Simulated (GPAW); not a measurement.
Input and output of a self-consistent single point for AlN (P6_3mc, 4 atoms in the cell) (GPAW).

Method of the run: PBE, GPAW PAW datasets PBE (gpaw-data 1.0.1) (plane waves; GPAW).

The change in words: lattice scaled by 0.98. Reference geometry:
```
CELL_PARAMETERS angstrom
      3.12859     0.00000     0.00000
     -1.56429     2.70944     0.00000
      0.00000     0.00000     5.01696
ATOMIC_POSITIONS crystal
  Al 0.66667 0.33333 0.49929
  Al 0.33333 0.66667 0.99929
  N  0.66667 0.33333 0.88071
  N  0.33333 0.66667 0.38071
```

Reference input (self-consistent single point, DFT PBE, plane waves, GPAW PAW datasets PBE (gpaw-data 1.0.1)): mode = pw; ecut = 950 eV; xc = PBE; kpts = 10 10 6; mesh shift (steps) = 0 0 0; occupations.name = fermi-dirac; occupations.width = 0.02 eV; nbands = -4; convergence.density = 1e-05 e/electron; convergence.bands = -2; symmetry.symmorphic = false; symmetry.tolerance = 0.0005. This run's input differs from it in these lines:

```diff
@@ -5,5 +5,5 @@
 atoms = Atoms(['Al', 'Al', 'N', 'N'],
-              cell=[[3.128590, 0.000000, 0.000000],
-                    [-1.564295, 2.709438, 0.000000],
-                    [0.000000, 0.000000, 5.016960]],
+              cell=[[3.066018, 0.000000, 0.000000],
+                    [-1.533009, 2.655249, 0.000000],
+                    [0.000000, 0.000000, 4.916621]],
               scaled_positions=[[0.666667, 0.333333, 0.499290],
```

Output, abridged:

```
     iter     time        total  log10-change:
                         energy   eigst   dens
iter:   1 --:--:--   -33.788564   +0.46
iter:   2 --:--:--   -32.712455   -0.76  -0.56
iter:   3 --:--:--   -29.627529   -0.40  -0.61
iter:   4 --:--:--   -29.729898   -0.79  -1.00
iter:   5 --:--:--   -29.609511   -1.42  -1.20
iter:   6 --:--:--   -29.615486   -3.04  -1.84
iter:   7 --:--:--   -29.620758   -3.15  -2.24
iter:   8 --:--:--   -29.614031c  -2.88  -2.11
iter:   9 --:--:--   -29.614038c  -4.51  -3.11
iter:  10 --:--:--   -29.614019c  -5.14  -3.23
iter:  11 --:--:--   -29.614015c  -5.66  -3.47
iter:  12 --:--:--   -29.614013c  -6.07  -3.80
iter:  13 --:--:--   -29.614013c  -7.02  -4.60
iter:  14 --:--:--   -29.614013c  -7.83c -4.55
iter:  15 --:--:--   -29.614013c  -8.57c -4.80
iter:  16 --:--:--   -29.614013c  -8.98c -4.93
iter:  17 --:--:--   -29.614013c  -9.46c -5.53c
Converged after 17 iterations.

Dipole moment: (-0.000000, 0.000000, 1.688598) |e|*Ang

Energy contributions relative to reference atoms: (reference = -16170.289538)

Kinetic:        +44.086931
Potential:      -37.500985
External:        +0.000000
XC:             -36.411188
Entropy (-ST):   -0.000000
Local:           +0.211228
SIC:             +0.000000
--------------------------
Free energy:    -29.614013
Extrapolated:   -29.614013

Showing only first 2 kpts
 Kpt  Band  Eigenvalues  Occupancy
  0     6      6.36257    2.00000
  0     7      6.57465    2.00000
  0     8     11.17952    0.00000
  0     9     13.64031    0.00000

  1     6      6.31595    2.00000
  1     7      6.31600    2.00000
  1     8     11.66340    0.00000
  1     9     13.70879    0.00000

Fermi level: 7.37083

Gap: 4.605 eV
Transition (v -> c):
   [... lines left out ...]
Energy (eV): -29.614013

Forces in eV/Ang:
  0 Al    0.00000    0.00000   -0.02671
  1 Al    0.00000    0.00000   -0.02671
  2 N     0.00000    0.00000    0.02669
  3 N     0.00000    0.00000    0.02669

Stress tensor:
    -0.097735     0.000000     0.000000
     0.000000    -0.097735     0.000000
     0.000000     0.000000    -0.091204
Stress (GPa, Voigt): [-15.6589 -15.6589 -14.6125   0.       0.       0.    ]
```

The run converged in 17 iterations. GPAW prints stress with tension positive. Against the reference run the free energy rises by 32.0 meV/atom, the largest force goes from 0.003 to 0.027 eV/Å and the gap on the mesh goes from 4.064 to 4.605 eV.

At such cutoffs GPAW's stress carries a finite-basis (Pulay) error, which enters relaxed cells too; its log prints stress with tension positive.

The starting cell comes from a database of computed structures (which also holds hypothetical and non-ambient phases and stackings), without a prior relaxation at this level. For this run, on top of that: lattice scaled by 0.98.

Cost on one core of a shared machine: roughly 40 s.
